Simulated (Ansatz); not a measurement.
By PBEsol, the system below comes out a metal.

Without scattering a metal conducts by its projected Fermi surface.

Input:

```
HfC
1.0
    3.27693     0.00000     0.00000
    0.00000     4.63428     0.00000
    1.63847     2.31714     1.63847
Hf C
1 1
Direct
  0.00000   0.00000   0.00000
  0.00000   0.50000   0.00000
```

The cell is taken as given; by PBEsol it stands under a pressure of -4.2 GPa.

The current flows along the normal of the first two printed cell vectors, the (110) plane of the conventional cell. No spin-orbit coupling; the value is a mean over 0.1 eV about the Fermi level.

Question: State the ballistic conductance per area according to PBEsol (Ansatz, an electronic-structure program).

Answer: 0.26 × 10¹⁵ S/m² for both spins.
